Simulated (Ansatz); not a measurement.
Data:

```
K2PtH6
1.0
    0.00000     3.41303     3.41303
    3.41303     0.00000     3.41303
    3.41303     3.41303     0.00000
K H Pt
2 6 1
Direct
  0.75000   0.75000   0.75000
  0.25000   0.25000   0.25000
  0.76230   0.76230   0.23770
  0.23770   0.23770   0.76230
  0.23770   0.76230   0.76230
  0.76230   0.23770   0.23770
  0.76230   0.23770   0.76230
  0.23770   0.76230   0.23770
  0.00000   0.00000   0.00000
```

No spin polarisation.

All numbers come from plane-wave PAW DFT at the r2SCAN level (Ansatz, a quantum-chemistry and plane-wave program, 500 eV), scalar-relativistic without spin-orbit coupling, earlier PAW set. Settings: 7×7×7 k-points, 0.05 eV Fermi–Dirac smearing.

**Question.** Predict the smallest direct gap and gap character.

**Answer.** The smallest direct gap comes out as 3.37 eV. The gap character is indirect, K–Γ (12 % along) → X.

With Pt present, leaving out spin-orbit coupling can change the band edges. Load acts through the strain it causes; cell and atoms are relaxed under it. Whether these cells are dynamically stable was not tested. Competing high-pressure phases were not computed. The cell was made from K₂PtH₆ (space group Fm-3m, No. 225; a cell from a computed database, its experimental status unchecked) by this change: pressure 30 GPa.
